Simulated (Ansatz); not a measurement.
Cell of germanene on germanene on germanene (facing Ge atop Ge, held by symmetry; germanene a predicted or substrate-bound sheet, here free), atoms relaxed in a fixed cell:

```yaml
crystal:
  lattice:
    - [4.02076, 0.00000, 0.00000]
    - [-2.01038, 3.48208, 0.00000]
    - [0.00000, 0.00000, 26.74000]
  atoms:
    - { symbol: Ge, position: [0.33333, 0.66667, 0.35935] }
    - { symbol: Ge, position: [0.66667, 0.33333, 0.38934] }
    - { symbol: Ge, position: [0.66667, 0.33333, 0.48474] }
    - { symbol: Ge, position: [0.00000, 0.00000, 0.51526] }
    - { symbol: Ge, position: [0.00000, 0.00000, 0.61066] }
    - { symbol: Ge, position: [0.33333, 0.66667, 0.64065] }
```

These are PBE+D3(BJ) (plane waves to 420 eV, PAW; Ansatz, an electronic-structure program) values and carry that method's errors. Scalar-relativistic, without spin–orbit coupling. Its k-point mesh 12×12×1, Fermi–Dirac width 0.05 eV. A dipole correction is on.

Question: Give the plane-averaged electrostatic potential energy of an electron along the normal (the smooth PAW potential), about its mean over the cell, from 5 Å under the lowest atom to 5 Å over the highest.

Answer: 
| z (Å) | V (eV) |
|---|---|
| 4.754 | 3.03 |
| 5.051 | 3.03 |
| 5.348 | 3.02 |
| 5.645 | 3.02 |
| 5.942 | 3.02 |
| 6.239 | 3.02 |
| 6.536 | 3.01 |
| 6.834 | 3.00 |
| 7.131 | 2.97 |
| 7.428 | 2.91 |
| 7.725 | 2.78 |
| 8.022 | 2.51 |
| 8.319 | 1.92 |
| 8.616 | 0.67 |
| 8.913 | -2.06 |
| 9.062 | -3.71 |
| 9.359 | -6.79 |
| 9.656 | -9.54 |
| 9.953 | -11.01 |
| 10.250 | -10.41 |
| 10.547 | -7.98 |
| 10.845 | -5.09 |
| 11.142 | -1.89 |
| 11.439 | 0.44 |
| 11.736 | 0.90 |
| 12.033 | -0.17 |
| 12.330 | -3.06 |
| 12.627 | -6.18 |
| 12.924 | -8.88 |
| 13.221 | -10.82 |
| 13.519 | -10.82 |
| 13.816 | -8.88 |
| 14.113 | -6.18 |
| 14.410 | -3.06 |
| 14.707 | -0.17 |
| 15.004 | 0.90 |
| 15.301 | 0.44 |
| 15.598 | -1.89 |
| 15.895 | -5.09 |
| 16.193 | -7.98 |
| 16.490 | -10.41 |
| 16.787 | -11.01 |
| 17.084 | -9.54 |
| 17.381 | -6.79 |
| 17.678 | -3.71 |
| 17.827 | -2.06 |
| 18.124 | 0.67 |
| 18.421 | 1.92 |
| 18.718 | 2.51 |
| 19.015 | 2.78 |
| 19.312 | 2.91 |
| 19.609 | 2.97 |
| 19.906 | 3.00 |
| 20.204 | 3.01 |
| 20.501 | 3.02 |
| 20.798 | 3.02 |
| 21.095 | 3.02 |
| 21.392 | 3.02 |
| 21.689 | 3.03 |
| 21.986 | 3.03 |
